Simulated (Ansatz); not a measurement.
Data:

```
C
1.0
    0.00000     1.78500     1.78500
    1.78500     0.00000     1.78500
    1.78500     1.78500     0.00000
C
2
Direct
  0.00000   0.00000   0.00000
  0.25000   0.25000   0.25000
```

The numbers are results of r2SCAN, finite-displacement electron-phonon coupling, linearised Boltzmann equation (plane waves, PAW, scalar-relativistic; Ansatz, a quantum-chemistry and plane-wave program), not measurements. Condition of this run: measured lattice constant, not relaxed. Geometry: cell at a tabulated measured lattice constant.

Predict the intrinsic electron mobility at 300 K.

1720 cm²/(V·s).

Scattering by harmonic phonons alone: no impurities, screening or carrier-carrier scattering, bands fixed at 0 K. From a coarser fine mesh the values given move by up to 7 %. The mesh was bound by memory.
